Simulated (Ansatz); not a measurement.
Worked calculations on one periodic cell of amorphous Si$_{30}$N$_{41}$Al: Si30N41Al, 72 atoms, volume 809.2 Å³, made by a melt-quench on the CHGNet potential and relaxed with DFT. N atoms were pushed apart under 1.9 Å during the dynamics, to hinder bonds among them. It is a model cell: composition and starting density were chosen by hand, and all elements were melted together. Cycles of charging were run to anneal it. All values below come from PBE, scalar-relativistic without spin-orbit coupling (plane waves to 420 eV, PAW; Ansatz, a program for electronic structure). Sampling: a 2×2×2 Γ-centred mesh; Fermi-Dirac width 0.02 eV; no spin polarisation. Its volume was held where the quench left it, its shape was free, and it stands at a mean pressure of 5.9 GPa with stress components up to 6.0 GPa; the relaxation ran on the zone centre alone. Its density went from a set 2.96 to 2.96 g/cm³. The cell is small and was quenched far faster than a real film, so it is one sample of the glass.

Question: Count formal charges (Si +4, N -3, Al +3). What does the count lead one to expect at the Fermi level, and what does the calculation give?

Answer: 30 × (+4) + 41 × (-3) + 1 × (+3) = 0. The charges balance, so the anion-derived valence states can be full and a gap can open. On this mesh the highest filled and lowest empty level lie 2.54 eV apart, the PBE gap of this cell, with a localised state at one edge or both.

Four energies for a hole at PBE on the zone centre alone (charged cells in a uniform background, spin-polarised): neutral at the neutral geometry -35406.276 eV; charged at the neutral geometry -35413.504 eV; charged and relaxed -35413.704 eV; neutral at the charged geometry -35405.905 eV.

Question: Find the two relaxation energies and their sum, the reorganisation energy.

Answer: On charging: -35413.504 − (-35413.704) = 0.200 eV. On discharging: -35405.905 − (-35406.276) = 0.371 eV. The sum is 0.571 eV. The carrier's level spreads over 7 of the 72 atoms' worth, so it counts as partly localised, most on one N atom with neighbours Si 1.66 Å, Si 1.71 Å, Si 1.74 Å (neutral geometry). The values are uncorrected: the image energy of a point charge in this cell, 2.84 × 14.40 / (2 × 9.3) = 2.2 eV before screening, is screened by electrons alone at the fixed geometry and by ions too after relaxing, and the carrier can be spread before it relaxes, so each term can be off by up to that value times 1/ε∞, some tenths of an eV. PBE's self-interaction favours spread-out carriers, so a hybrid can localise more.
